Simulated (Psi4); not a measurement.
Psi4 1.11, BP86/def2-svp: Si(Cl)2(H)(Ph) (Cl[SiH](Cl)c1ccccc1), 15 atoms. The geometry is a generated start, not checked to be a minimum at this level.

```yaml
task: energy
method: bp86
basis: def2-svp
memory: 3 GB
maxiter: 100
keys_of_the_molecule_block: symmetry c1
scf_type: df (default)
guess: auto, which took SAD (default)
scf_initial_accelerator: adiis (default)
e_convergence: 1e-06 (default)
d_convergence: 1e-06 (default)
dft_radial_points: 75 (default)
dft_spherical_points: 302 (default)
basis_functions: 168
grid_points: 314609
```

```xyz
15

Si     2.4419    -0.0185    -0.2688
Cl     2.9748     1.5417    -1.4403
Cl     3.2929     0.2147     1.5510
C      0.5623    -0.0410    -0.0775
C     -0.1987    -1.1281    -0.5000
C     -1.5740    -1.1337    -0.3555
C     -2.2164    -0.0478     0.2160
C     -1.4773     1.0428     0.6402
C     -0.1021     1.0436     0.4936
H      2.9438    -1.2478    -0.8666
H      0.2933    -1.9805    -0.9463
H     -2.1478    -1.9859    -0.6890
H     -3.2904    -0.0524     0.3283
H     -1.9703     1.8933     1.0867
H      0.4680     1.8994     0.8280
```

One run each on 2 threads. Values of diis_max_vecs tried: 3, 6, 10 (default), 20.

Task: Which value of diis_max_vecs needs the fewest SCF iterations, and what happens away from it?

Result: Fewest SCF iterations, within one of each other: 6 with 10, 10 (default) with 10, 20 with 10. The count rises to 19 at 3. All converge to one solution.

| diis_max_vecs | SCF iterations | end |
|---|---|---|
| 3 | 19 | same solution |
| 6 | 10 | same solution |
| 10 (default) | 10 | same solution |
| 20 | 10 | same solution |
